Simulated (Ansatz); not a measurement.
Computed paths: Li vacancy in rock-salt LiF, charge state -1

Consider Li vacancy in rock-salt LiF, charge state -1. Method: PBE, PAW (plane waves to 420 eV; Ansatz, an electronic-structure program).

Cell of 64 host sites held at the relaxed PBE lattice; the Γ point alone; Fermi-Dirac width 0.01 eV, spin-restricted; finite-size errors left in. Energies are static. The charge state is imposed; whether it is stable for some Fermi level was not computed. Forms of the defect that were not tried may lie lower.

Barriers: single points on a 2×2×2 k-point mesh shifted by half a step at the bands' geometries.

```json
[
 {"Route": "a nearby Li atom hops onto the vacant site", "Start site over the lowest site run (eV)": "0.00", "Hop (Å)": "2.70", "Forward barrier (eV)": "0.59", "Backward barrier (eV)": "0.59", "Neighbours at the start": "2 F at 1.98, 2 F at 2.03, 2 F at 2.10 Å", "Neighbours at the saddle": "2 F at 1.74, 2 F at 2.05 Å", "Saddle order": "not checked, on a symmetry element", "Forward, on the band's own sampling (eV)": "0.58"}
]
```

Paths come from nudged elastic bands with a climbing image.  A band can be held on a symmetry element, so unchecked saddle points there may be too high.

The whole set of runs took around 0.08 core-hours (rough).
